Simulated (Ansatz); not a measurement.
**Effect of uniaxial strain ε_xx = +4.35 % on ZnGeP2**

Consider ZnGeP2 in the chalcopyrite structure (space group I-42d, No. 122; a = 5.4242 Å, c = 10.7095 Å). Axes: x, y, z lie along a, b, c of the conventional cell.

One thing is altered: uniaxial strain ε_xx = +4.35 %, all other strain components held at zero; the atoms relax in the strained cell.

The values are results of PBEsol (Ansatz, a first-principles code), no SOC, not measurements. Γ-centred 9×9×9 mesh, Fermi–Dirac width 0.05 eV.

* **Shortest interatomic distance**: 2.359 Å (base 2.334 Å)
* **Energy relative to the base (free energy F)**: +15 meV/atom
* **Pressure (mean of the normal stresses, compression positive)**: -3.23 GPa (base 0.00 GPa)
* **Band gap**: 0.97 eV (an upper bound: an edge found on the path is not a true extremum; the changed cell) (base 1.07 eV)
* **Stress (xx, yy, zz, yz, xz, xy; compression positive)**: (-5.33, -2.15, -2.21, 0.00, 0.00, 0.00) GPa

Final structure:

```xyz
8
Lattice="-2.8301 2.7121 5.3547 2.8301 -2.7121 5.3547 2.8301 2.7121 -5.3547" Properties=species:S:1:pos:R:3 pbc="T T T"
Zn     0.0000     2.7121     2.6680
Zn     0.0000     0.0000     0.0093
Ge     2.8301     0.0000     2.6836
Ge     0.0000     0.0000     5.3485
P      1.4150     1.3630    -1.3387
P      1.4150     1.3491     4.0160
P      4.2145     1.3560     1.3387
P     -1.3844     1.3560     6.6934
```

Whether these cells are dynamically stable was not tested.
